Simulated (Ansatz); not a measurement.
PrSi2 (I4₁/amd, No. 141) was calculated with r²SCAN (Ansatz, a quantum-chemistry and plane-wave program, PAW).

Run with plane-wave cutoff 560 eV, 18×18×18 k mesh, Fermi–Dirac smearing 0.05 eV, spin-polarised with parallel moments, scalar-relativistic PAW data made under PBE.

Computed at the level's own relaxed cell.

**Question.** Predict the lattice parameter a, c axis length and bulk modulus B0.

**Answer.** 
- lattice parameter a = 4.293 Å
- c axis length = 13.578 Å
- bulk modulus B0 = 70.5 GPa

Note: the magnetic order was assumed, not searched for or taken from measurement; the 4f shell is treated without U or exact exchange, so its levels and filling can be wrong; the bulk modulus is −V dP/dV from two relaxed cells at ±2 % in volume; the volume lies 6 % above that of the published cell.

Spin–orbit coupling is not included; it can open a gap where bands touch, and shift volumes and moduli.

Static lattice: no zero-point or thermal effects.
